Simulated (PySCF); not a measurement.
PySCF 2.14.0, TPSSH/def2-svp, df: V(O)(OH)2(OMe) (C[O][V](=[O])([OH])[OH]), 11 atoms. The geometry is a generated start, not checked to be a minimum at this level.

- task: energy
- method: tpssh
- basis: def2-svp
- two-electron scheme: density fitting
- mol.max_memory: 3000 MB
- mf.max_cycle: 100
- mf.init_guess: minao (default)
- mf.conv_tol: 1e-09 (default)
- mf.grids.level: 3 (default)
- basis functions: 126
- grid points: 140392

```xyz
11

V      0.2965     0.3052     0.8220
O      1.8029     0.1666     0.6804
O     -0.1938    -0.6253     2.0955
H      0.1360    -1.1401     2.8351
O     -0.0563     1.9003     1.0915
H      0.3579     2.7526     1.2396
O     -0.4382    -0.1933    -0.5211
C     -0.4710    -0.6910    -1.8015
H     -0.8657     0.0702    -2.4875
H      0.5482    -0.9672    -2.1102
H     -1.1166    -1.5779    -1.8439
```

Charge 0 and multiplicity 1 are set for this test and not shown to be the ground state.

With the defaults (mf.DIIS = CDIIS, mf.diis_space = 8, mf.diis = true, mf.damp = 0, mf.diis_start_cycle = 1, mf.diis_damp = 0, mf.level_shift = 0) it converges in 15 Fock builds. One run each on 2 threads, 1 BLAS thread, with these changes:
- mf.diis = false, mf.damp = 0.7, mf.diis_start_cycle = 999
- mf.level_shift = 0.3 Hartree
- mf.DIIS = EDIIS
- mf.diis_space = 5
- mf.diis = false
- mf.damp = 0.7, mf.diis_start_cycle = 8
- mf.diis_damp = 0.3
- mf.diis_space = 20
- mf.diis_space = 3

Task: Which of these changes keep the SCF from converging, or lead it to another solution?

Result: No convergence: mf.DIIS = EDIIS; mf.diis_space = 3; mf.diis = false (the run ends without SCF convergence in 100 cycles). The rest reach the solution of the defaults.

```csv
setting,Fock builds,end
mf.diis_damp = 0.3,14,same solution
the defaults,15,same solution
mf.diis_space = 20,15,same solution
mf.diis_space = 5,16,same solution
mf.level_shift = 0.3 Hartree,19,same solution
"mf.damp = 0.7, mf.diis_start_cycle = 8",21,same solution
"mf.diis = false, mf.damp = 0.7, mf.diis_start_cycle = 999",46,same solution
mf.DIIS = EDIIS,101,no convergence
mf.diis_space = 3,101,no convergence
mf.diis = false,101,no convergence
```
